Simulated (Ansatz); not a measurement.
Here is the system:

```
MgO
1.0
    0.00000     2.10404     2.09450
    2.10404     0.00000     2.09450
    2.10404     2.10404     0.00000
Mg O
1 1
Direct
  0.00000   0.00000   0.00000
  0.50000   0.50000   0.50000
```

Level of theory: r2SCAN, rigid bands (plane waves, PAW, scalar-relativistic; Ansatz, an electronic-structure program). Condition of this run: uniaxial stress zz = 1 GPa (compression positive) (the target of the relaxation). Geometry: cell and atoms relaxed with r2SCAN, then loaded as said.

What conductivity effective mass do dilute electrons have at 300 K?

0.37 mₑ.

What conductivity effective mass do dilute holes have at 300 K?

2.3 (x), 2.3 (y), 2.2 (z) mₑ.

And the band gap?

5.70 eV at this level; semilocal functionals usually fall short of the measured gap.

Rigid bands, one relaxation time for all states, no polarons. Spin-orbit coupling is left out.
